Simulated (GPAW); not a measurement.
**Several settings converged on Bi (R-3m, 2 atoms in the cell)**

```
Bi
1.0
    4.14499    -2.26363     0.00000
    4.14499     2.26363     0.00000
    2.90880     0.00000     3.72073
Bi
2
Direct
  0.23824   0.23824   0.23824
  0.76600   0.76600   0.76600
```

Base method: PBEsol, GPAW PAW datasets PBEsol (made by gpaw-setup) (plane waves; GPAW).

Base settings: mode = pw; ecut = 550 eV; xc = PBEsol; kpts = 4 4 4; mesh shift (steps) = 0 0 0; occupations.name = methfessel-paxton; occupations.width = 0.1 eV; occupations.order = 0; nbands = -8; convergence.forces = 0.001 eV/Å.

The count of work is k-points × plane waves × bands × iterations; it is no time. 

**Shifted k-point meshes**

In this ladder: kpts_shift = 0.5 0.5 0.5.

Only quantities that move along the ladder and can be compared are tabulated.

```csv
kpts,free energy less the last step's (meV/atom),pressure (GPa),largest difference of a force vector from the last step's (eV/Å),count of work / last
2 2 2,-278.94,-1.20,0.290,0.0067
4 4 4,-19.31,-0.66,0.274,0.034
6 6 6,-14.71,-0.75,0.074,0.11
8 8 8,-7.47,-0.65,0.018,0.17
10 10 10,-3.11,-0.61,0.014,0.35
14 14 14,0.00,-0.59,0.000,1.0
```

Coarsest kpts that holds the pressure within 0.1 GPa of the last step, with all finer ones: 8 8 8, at 0.17 of the last step's count of work; the step before is off by 0.16 GPa.

Coarsest kpts that holds the free energy within 5 meV/atom: not settled: the last two steps still differ by 3.1 meV/atom, over half the tolerance, so the ladder does not show it.

Coarsest kpts that holds the forces within 0.02 eV/Å: not settled: the last two steps still differ by 0.014 eV/Å, over half the tolerance, so the ladder does not show it.

**The k-point mesh at a smearing width of 0.3 eV**

In this ladder: occupations.width = 0.3 eV.

Only quantities that move along the ladder and can be compared are tabulated.

| kpts | free energy less the last step's (meV/atom) | pressure (GPa) | largest difference of a force vector from the last step's (eV/Å) | count of work / last |
|---|---|---|---|---|
| 3 3 3 | -71.53 | -0.83 | 0.202 | 0.022 |
| 5 5 5 | -21.40 | -0.80 | 0.162 | 0.055 |
| 10 10 10 | -2.62 | -0.61 | 0.013 | 0.38 |
| 14 14 14 | 0.00 | -0.58 | 0.000 | 1.0 |

Coarsest kpts that holds the forces within 0.02 eV/Å: not settled: the last two steps still differ by 0.013 eV/Å, over half the tolerance, so the ladder does not show it.

Coarsest kpts that holds the pressure within 0.1 GPa of the last step, with all finer ones: 10 10 10, at 0.38 of the last step's count of work; the step before is off by 0.22 GPa.

Coarsest kpts that holds the free energy within 5 meV/atom: not settled: the last two steps still differ by 2.6 meV/atom, over half the tolerance, so the ladder does not show it.

Two neighbours can agree and both be off: 3 3 3 and 5 5 5 differ by 0.03 GPa in the pressure, yet lie about 0.22 GPa from the last step.

**The setting conv density**

In this ladder: convergence.forces = default. Moved along: convergence.energy, convergence.eigenstates.

The mesh stays at the base's, so the ladder's end is converged at best in this setting alone.

Only quantities that move along the ladder and can be compared are tabulated.

```tsv
convergence.density	free energy less the last step's (meV/atom)	pressure (GPa)	largest difference of a force vector from the last step's (eV/Å)
0.01 e/electron	-1.45	-2.77	1.266
0.001 e/electron	-0.02	-0.92	0.007
0.0001 e/electron	0.00	-0.81	0.001
1e-06 e/electron	0.00	-0.80	0.000
1e-07 e/electron	0.00	-0.80	0.000
```

Coarsest convergence.density that holds the free energy within 1 meV/atom of the last step, with all finer ones: 0.001 e/electron; the step before is off by 1.4 meV/atom.

Coarsest convergence.density that holds the forces within 0.01 eV/Å of the last step, with all finer ones: 0.001 e/electron; the step before is off by 1.3 eV/Å.

Coarsest convergence.density that holds the pressure within 0.2 GPa of the last step, with all finer ones: 0.001 e/electron; the step before is off by 2.0 GPa.

On the base run: the starting cell has typed, rounded lattice constants, without a prior relaxation at this level. Its lattice was rescaled by up to half a per cent. One atom was moved a little off its site on purpose. Without a gap this mesh is coarse (it stands for a supercell whose shortest vector is 18 Å).
